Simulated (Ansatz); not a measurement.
**NbSi₂ (P6₂22, No. 180)**

All values below come from PBE (Ansatz, an electronic-structure program, plane waves, PAW).

Run with plane-wave cutoff 520 eV, 12×12×8 k mesh (along the axes of the cell as run), Fermi–Dirac smearing 0.05 eV, no spin polarisation, scalar-relativistic PAW data made under PBE.

Cell (relaxed at this level):

```cif
data_Nb3Si6
_chemical_formula_sum 'Nb3 Si6'
_space_group_name_H-M_alt 'P6222'
_space_group_IT_number 180
_space_group_name_Hall 'P 62 2 (0 0 4)'
_cell_length_a 4.81298
_cell_length_b 4.81298
_cell_length_c 6.61247
_cell_angle_alpha 90.000
_cell_angle_beta 90.000
_cell_angle_gamma 120.000
loop_
_atom_site_label
_atom_site_type_symbol
_atom_site_symmetry_multiplicity
_atom_site_Wyckoff_symbol
_atom_site_fract_x
_atom_site_fract_y
_atom_site_fract_z
_atom_site_occupancy
Nb1 Nb 3 d 0.50000 0.00000 0.50000 1
Si1 Si 6 j 0.31840 0.15920 0.16667 1
```

| Item | Result |
|---|---|
| lattice constant a | 4.813 Å |
| lattice parameter c | 6.612 Å |

Computed values are for the static lattice.

Computing time: about 2.8 core-minutes (a rough figure).
